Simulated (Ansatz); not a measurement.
# WC under a change: biaxial strain +1.00 %, plane normal [001], relaxed out of plane

The reference is WC (space group P-6m2, No. 187; a = 2.884 Å, c = 2.812 Å; relaxed with 0.1 eV smearing). Axes: x lies along a and z along c of the hexagonal cell.

Perturbation: biaxial strain +1.00 %, plane normal [001], relaxed out of plane (Cartesian); in-plane vectors clamped, the third vector and the atoms free.

Calculations: LDA in Ansatz (plane waves to 420 eV, PAW, spin-orbit coupling left out). k-mesh 23×23×20 (Γ-centred); smearing 0.1 eV (Fermi–Dirac).

The volume per atom rises by 0.16 Å³, from 10.13 Å³ to 10.29 Å³ and the space group stays P-6m2 (No. 187). The shortest interatomic distance increases by 0.0094 Å to 2.189 Å and the pressure (mean of the normal stresses, compression positive) goes from zero to -6.0 GPa. The band gap is still zero and the out-of-plane strain is -0.38 %. The mean in-plane stress (compression positive) is -9.0 GPa.

No phonon test of stability was made. All final runs are without spin polarisation.

Ansatz is a quantum-chemistry and plane-wave program.
